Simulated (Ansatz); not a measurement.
InP: band gap against strain

InP (zinc blende, F-43m, 24.730 Å³/atom at rest) under an equal strain ε in the (111) plane with the normal axis free, as in a coherent film. LDA in Ansatz, a plane-wave DFT program (PAW, default set), 420 eV, 10×10×10 Γ-centred mesh, Fermi-Dirac smearing 0.05 eV; ions are relaxed within the symmetry of each cell. Gaps are the smallest over the k-mesh and a band path, without spin-orbit coupling; in all rows the valence edge lies at Γ and the conduction edge at Γ.

Here s stands for strain and Eg for gap.

| strain (%) | gap (eV) |
|---|---|
| 0.00 | 0.577 |
| 0.42 | 0.515 |
| 0.83 | 0.456 |
| 1.25 | 0.396 |
| 2.50 | ? |

Taking a straight line for Eg over the 4 complete rows: Means: s 0.62500, Eg 0.4860. About the means, the sum of products is -0.12522 and the sum of squares of s is 0.86530; the slope is their ratio. Least squares gives Eg = 0.5764 - 0.14471·s. Residuals (row less fit): 0.0006, -0.0006, -0.0003, 0.0005; standard error 0.0007 (degrees of freedom: 2). Over these rows the gap moves by -14 ± 0.08 eV per unit strain.

### Question
Estimate the missing Eg (s = 2.50); what did the run itself give?

### Answer
Eg = 0.5764 - 0.14471 × 2.50 = 0.2146 eV. The calculation gives 0.245 eV, 0.0304 eV above the prediction (9.2 % of the range of Eg in the table). The row lies outside the fitted rows, so this is an extrapolation. From the scatter of the fitted rows alone, a prediction at this place has a standard error of 0.0017 eV, so the miss is 17.9 times that.

One order more, fitted to all 7 runs of the series, follows each within 0.002, so the miss is the next term of a smooth law. Spin-orbit coupling is left out, which can shift this property for InP. Rows are the converged runs of the series near zero and its far end; series whose fitted rows scatter by over a few per cent of the range, as at a crossing or softening among them, aren't shown in this form. Most that stay on the fit to the last digits aren't either.
